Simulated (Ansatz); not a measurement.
Effect of isotropic strain +2.50 % on Pd

The parent structure is Pd in the fcc (Cu type) structure (space group Fm-3m, No. 225; a = 3.841 Å; relaxed with 0.1 eV smearing).

Modification: every lattice vector is stretched by 2.50 %; the atoms relax in the strained cell.

The values are results of LDA in Ansatz (plane waves to 420 eV, PAW, no spin-orbit coupling), not measurements. Settings: 29×29×29 k-points, 0.1 eV Fermi–Dirac smearing.

The volume per atom increases by 1.09 Å³, from 14.17 Å³ to 15.26 Å³ and the space group remains Fm-3m (No. 225). The shortest interatomic distance grows by 6.8 pm, from 271.6 pm to 278.4 pm and the energy goes up by 50 meV/atom. The pressure goes from zero to -13.7 GPa and the band gap is still zero.

Final structure:

```
Pd
1.0
    0.00000     1.96872     1.96872
    1.96872     0.00000     1.96872
    1.96872     1.96872     0.00000
Pd
1
Direct
  0.00000   0.00000   0.00000
```

Cost of the whole job for the changed cell (relaxation, final SCF and bands): very roughly 12 core-seconds.

No phonon test of stability was made. All final runs are without spin polarisation. Pd lies near a magnetic instability that expansion can trigger; it was not tested.

Ansatz is an electronic-structure program.
